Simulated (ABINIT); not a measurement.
## ABINIT run on Mg6CuBi (Amm2, 8 atoms in the cell): self-consistent single point

Method: PBEsol, PAW (JTH v2.0 PBE PAW, files made for PBE) (plane waves; ABINIT 10.0.3).

This input was run:

```
# Mg6CuBi, JTH v2.0 PBE PAW
pp_dirpath "./"
pseudos "Mg.GGA_PBE-JTH.xml, Cu.GGA_PBE-JTH.xml, Bi.GGA_PBE-JTH.xml"
acell 9.4200390669 11.9992660295 11.9992660295
rprim
         1.0000000000    0.0000000000    0.0000000000
         0.0000000000    0.5111714741    0.8594787514
         0.0000000000   -0.5111714741    0.8594787514
natom 8
ntypat 3
znucl 12 29 83
typat 1 1 1 1 1 1 2 3
xcart
         2.4924350000    1.6121913435    6.3787942413
         2.4924350000   -1.6121913435    6.3787942413
         0.0000000000    1.7583824007    4.5314423388
         0.0000000000   -1.7583824007    4.5314423388
         0.0000000000    0.0000000000    7.3255552695
         0.0000000000    0.0000000000    1.7413679322
         2.4924350000    0.0000000000    9.1253180772
         2.4924350000    0.0000000000    3.6468964116
      Angstrom
ecut 30
pawecutdg 60
pawxcdev 0
ixc -116133
occopt 7
tsmear 0.136 eV
nband 59
kptopt 1
ngkpt 4 3 3
nshiftk 1
shiftk 0 0 0
nstep 60
tolvrs 1.0e-12
prtwf 0
prtden 0
enunit 1
```

Output, abridged:

```
 Symmetries : space group Am m 2 (# 38); Bravais oC (1-face-center ortho.)

 -outvars: echo values of preprocessed input variables --------
            acell      9.4200390669E+00  1.1999266029E+01  1.1999266029E+01 Bohr
             ecut      3.00000000E+01 Hartree
           enunit           1
              ixc     -116133
         kptrlatt        4    0    0      0    3    0      0    0    3
          kptrlen      3.59977981E+01
            natom           8
            nband          59
            ngfft          48      60      60
          ngfftdg          72      90      90
             nkpt          12
            nstep          60
             nsym           4
           ntypat           3
           occopt           7
        pawecutdg      6.00000000E+01 Hartree
         pawxcdev           0
            rprim      1.0000000000E+00  0.0000000000E+00  0.0000000000E+00
                       0.0000000000E+00  5.1117147410E-01  8.5947875140E-01
                       0.0000000000E+00 -5.1117147410E-01  8.5947875140E-01
          spgroup          38
           tolvrs      1.00000000E-12
           tsmear      4.99790825E-03 Hartree
            typat      1  1  1  1  1  1  2  3
           useylm           1
             xred      5.0000000218E-01  8.3276000362E-01  3.3606000149E-01
                       5.0000000218E-01  3.3606000149E-01  8.3276000362E-01
                       2.1835183661E-09  6.8603000298E-01  1.4429000065E-01
                       2.1835183661E-09  1.4429000065E-01  6.8603000298E-01
                       2.1835183661E-09  6.7115000293E-01  6.7115000293E-01
                       2.1835183661E-09  1.5954000070E-01  1.5954000070E-01
                       5.0000000218E-01  8.3604000365E-01  8.3604000365E-01
                       5.0000000218E-01  3.3412000146E-01  3.3412000146E-01
            znucl       12.00000   29.00000   83.00000

== DATASET  1 ==================================================================

 Real(R)+Recip(G) space primitive vectors, cartesian coordinates (Bohr,Bohr^-1):
 R(1)=  9.4200391  0.0000000  0.0000000  G(1)=  0.1061567  0.0000000  0.0000000
 R(2)=  0.0000000  6.1336825 10.3131142  G(2)=  0.0000000  0.0815171  0.0484820
 R(3)=  0.0000000 -6.1336825 10.3131142  G(3)=  0.0000000 -0.0815171  0.0484820
 Unit cell volume ucvol=  1.1917738E+03 bohr^3
 Angles (23,13,12)=  6.14837852E+01  9.00000000E+01  9.00000000E+01 degrees

 Coarse grid specifications (used for wave-functions):

 getcut: wavevector=  0.0000  0.0000  0.0000  ngfft=  48  60  60
         ecut(hartree)=     30.000   => boxcut(ratio)=   2.02816

 Fine grid specifications (used for densities):

 getcut: wavevector=  0.0000  0.0000  0.0000  ngfft=  72  90  90
         ecut(hartree)=     60.000   => boxcut(ratio)=   2.15119

   1.26688924E+04                                ecore*ucvol(ha*bohr**3)

_setup2: Arith. and geom. avg. npw (full set) are    9355.250    9355.239

--- !BeginCycle
solver: {iscf: 17, nstep: 60, nline: 4, wfoptalg: 10, }
tolerances: {tolvrs: 1.00E-12, }
...

     iter   Etot(hartree)      deltaE(h)  residm     nres2
 ETOT  1  -627.22126074925    -6.272E+02 2.586E+01 1.816E+02
 ETOT  2  -655.86885319471    -2.865E+01 5.028E-01 3.923E+03
 ETOT  3  -650.78395129543     5.085E+00 4.362E-01 1.298E+02
 ETOT  4  -650.92260695022    -1.387E-01 1.061E-01 1.067E+02
 ETOT  5  -650.83015333962     9.245E-02 2.663E-02 8.252E+01
 ETOT  6  -650.69230260673     1.379E-01 5.228E-02 2.902E+00
   [... 10 lines left out ...]
 ETOT 17  -650.68149333945     3.600E-10 7.672E-05 3.500E-09
 ETOT 18  -650.68149333947    -1.774E-11 5.820E-05 3.674E-10
 ETOT 19  -650.68149333947    -1.478E-12 4.693E-05 3.073E-10
 ETOT 20  -650.68149333947     2.501E-12 2.410E-05 1.434E-11
 ETOT 21  -650.68149333947    -9.095E-13 3.920E-05 8.611E-13

 At SCF step   21       nres2   =  8.61E-13 < tolvrs=  1.00E-12 =>converged.

 Cartesian components of stress tensor (hartree/bohr^3)
  sigma(1 1)=  1.02337976E-04  sigma(3 2)=  0.00000000E+00
  sigma(2 2)=  6.13337858E-06  sigma(3 1)=  0.00000000E+00
  sigma(3 3)=  4.37658529E-05  sigma(2 1)=  0.00000000E+00

 ----iterations are completed or convergence reached----

 reduced coordinates (array xred) for    8 atoms
       0.500000002184      0.832760003619      0.336060001487
       0.500000002184      0.336060001487      0.832760003619
       0.000000002184      0.686030002977      0.144290000651
       0.000000002184      0.144290000651      0.686030002977
       0.000000002184      0.671150002932      0.671150002932
       0.000000002184      0.159540000697      0.159540000697
       0.500000002184      0.836040003653      0.836040003653
       0.500000002184      0.334120001460      0.334120001460
 cartesian forces (eV/Angstrom) at end:
    1     -0.00000000000000     0.00927151270054     0.03080472900061
    2     -0.00000000000000    -0.00927151270054     0.03080472900061
    3     -0.00000000000000    -0.10820579849821    -0.14138345575133
    4     -0.00000000000000     0.10820579849821    -0.14138345575133
    5     -0.00000000000000    -0.00000000000000     0.05339433909286
    6     -0.00000000000000    -0.00000000000000     0.20553307351124
    7     -0.00000000000000     0.00000000000000    -0.00918179725608
    8     -0.00000000000000    -0.00000000000000    -0.02858816184659
 frms,max,avg= 6.8148650E-02 2.0553307E-01   0.000E+00  0.000E+00  1.358E-03 e/A
 length scales=  9.420039066900 11.999266029500 11.999266029500 bohr
              =  4.984869978231  6.349738102620  6.349738102620 angstroms
 Fermi (or HOMO) energy (eV) =   5.20280   Average Vxc (eV)=  -8.90293
 Eigenvalues (   eV  ) for nkpt=  12  k points:
 kpt#   1, nband= 59, wtk=  0.02778, kpt=  0.0000  0.0000  0.0000 (reduced coord)
-106.80717  -70.53914  -70.53768  -70.50654  -70.50565  -70.49642  -70.32647  -64.40094
 -64.31547  -64.29049  -37.49725  -37.48294  -37.48266  -37.48190  -37.48020  -37.47131
 -37.46645  -37.46388  -37.46007  -37.45312  -37.44420  -37.43450  -37.43141  -37.42848
 -37.42388  -37.27287  -37.26986  -37.26221  -17.32457  -17.31965  -17.31930  -17.30842
 -17.29338   -6.07437   -0.47806    1.51560    1.67734    2.18682    2.29547    2.56399
   2.66579    2.67152    2.87552    3.04344    3.19424    3.42995    4.39718    6.15452
   7.21405    7.79873    7.90289    7.92175    8.00065    8.44556    9.04248    9.07178
   9.09106    9.24658    9.50162
 prteigrs : prtvol=0 or 1, do not print more k-points.

--- !EnergyTerms
comment             : Components of total free energy in Hartree
kinetic             :  3.64835839134587E+01
hartree             :  1.72581204218000E+02
xc                  : -1.22825093280946E+01
Ewald energy        : -3.09217140181574E+02
psp_core            :  1.06302830977601E+01
local_psp           : -4.82110771354652E+02
spherical_terms     : -6.67652752210268E+01
internal            : -6.50680624856129E+02
'-kT*entropy'       : -8.68396354017573E-04
total_energy        : -6.50681493252483E+02
total_energy_eV     : -1.77059438834913E+04
...

-Cartesian components of stress tensor (GPa)         [Pressure= -1.4930E+00 GPa]
- sigma(1 1)=  3.01088670E+00  sigma(3 2)=  0.00000000E+00
- sigma(2 2)=  1.80450197E-01  sigma(3 1)=  0.00000000E+00
- sigma(3 3)=  1.28763563E+00  sigma(2 1)=  0.00000000E+00

 Calculation completed.
```

The run converged in 21 iterations.

The starting cell comes from a database of computed structures (which also holds hypothetical and non-ambient phases and stackings), without a prior relaxation at this level. Spin polarisation is off. The potentials were made for another functional than the one used.

Cost on one core of a shared machine: roughly 6 min.
